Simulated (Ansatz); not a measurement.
Cost and result by functional for the surface energy of the (211) surface of silicon in its 1x1 cell, relaxed from an ideal cut (the real face may reconstruct), outermost plane spacing 1.12 Å in the ideal cut (in the relaxation like top atoms buckled by 0.7 Å), in Ansatz (plane waves, PAW). Single points on the PBE structure, on one kind of machine; costs are rough ratios of the slab run's core time (references not counted) to the cheapest single point. r2SCAN's cost holds its higher cutoff (500 against 420 eV). Differences are taken against r2SCAN for comparison alone: no measured value is at hand, so the table doesn't rank accuracy.

Slab: 22 atoms, 11.2 Å thick at the start; k 7x3x1, smearing 0.025 eV, dipole-corrected; all atoms relaxed; symmetry of the start imposed; no spin (no spin-polarised run to compare, though such a face may carry moments), no spin-orbit, no U. The slab shows no gap on its mesh. These notes are the PBE run's.

```
functional                     relative cost  surface energy (J/m²)  less r2SCAN (J/m²)
-----------------------------  -------------  ---------------------  ------------------
RPBE                                       1                   1.59               -0.31
PBEsol                                     1                   1.77               -0.13
LDA                                        1                   1.84               -0.06
r2SCAN                                     2                   1.90                0.00
PBE (the relaxed run's value)              –                   1.68               -0.22
```

The values span 0.31 J/m², while the single points' costs differ by a factor of roughly 2. Differences are of unrounded values.

Ansatz is an electronic-structure program.
